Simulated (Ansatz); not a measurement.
Consider Ca₃SbN in the anti-perovskite structure (space group Pm-3m, No. 221; a = 4.8027 Å; a cell from a computed database, its experimental status unchecked). Axes: x, y, z lie along the cube axes.

The change: biaxial strain +1.81 %, plane normal [110], relaxed out of plane (Cartesian); in-plane vectors clamped, the third vector and the atoms free.

Levels (all Ansatz, an electronic-structure program, PAW): PBEsol (420 eV, scalar-relativistic without spin-orbit coupling); PBEsol+SOC (420 eV, spin-orbit coupling included).

The geometry is relaxed with PBEsol.

| Quantity | Result |
|---|---|
| PBEsol lowest conduction level above the VBM at special points | Γ 0.30 eV; Z 1.36 eV; S 1.38 eV; T 1.84 eV |
| PBEsol valence-band top at Γ | 0.00, -0.09, -0.09 eV |
| PBEsol width of the top valence band | 2.08 eV |

**Question.** What does PBEsol+SOC give at this geometry for the lowest conduction level above the VBM at special points, valence-band top at Γ and width of the top valence band?

**Answer.** The lowest conduction level above the VBM at special points becomes Γ 0.21 eV; Z 1.28 eV; S 1.29 eV; T 1.75 eV (PBEsol: Γ 0.30 eV; Z 1.36 eV; S 1.38 eV; T 1.84 eV); the valence-band top at Γ (three highest Kramers pairs, from the VBM) changes from 0.00, -0.09, -0.09 eV to 0.00, -0.06, -0.35 eV; the width of the top valence band falls by 0.03 eV, from 2.08 eV to 2.05 eV.

Single points use the geometry relaxed with PBEsol. The spin-orbit shifts are approximate. With Sb present, leaving out spin-orbit coupling can change the band edges. The levels and masses belong to the bands next to the band gap. Whether these cells are dynamically stable was not tested. Labels are those of the standard path for the cell's own space group.
